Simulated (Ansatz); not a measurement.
The starting structures come from a database of crystals and need not be the phases stable at ambient conditions.

 Where the default PAW files enter, the runs use the earlier of Ansatz's two default sets.

Inside the gap of an insulator the Bloch states are evanescent, with a wavenumber k + iκ along the transport direction.

Given:

```
CELL_PARAMETERS angstrom
      6.27440     0.00000     0.00000
     -3.13720     5.43379     0.00000
      3.13720     1.81126     5.12303
ATOMIC_POSITIONS crystal
  Cs 0.50000 0.25000 0.25000
  Cs 0.50000 0.75000 0.75000
  Na 0.00000 0.50000 0.50000
  In 0.00000 0.00000 0.00000
  F  0.00000 0.76350 0.23650
  F  0.00000 0.23650 0.76350
  F  0.00000 0.23650 0.23650
  F  0.00000 0.76350 0.76350
  F  0.52700 0.76350 0.23650
  F  0.47300 0.23650 0.76350
```

Space group of this cell: Fm-3m. The cell is taken as given.

Transport runs along the normal of the first two printed cell vectors, the (111) plane of the conventional cell.

No gap correction and no spin-orbit coupling; mid-gap values are interpolated between computed energies.

Problem. Compute, with PBEsol run with Ansatz (a quantum-chemistry and plane-wave program), the band gap and the smallest decay constant κ at mid-gap.

Solution. Gap 5.50 eV on a 8×8×8 mesh; κ = 0.431 1/Å, at the zone centre.
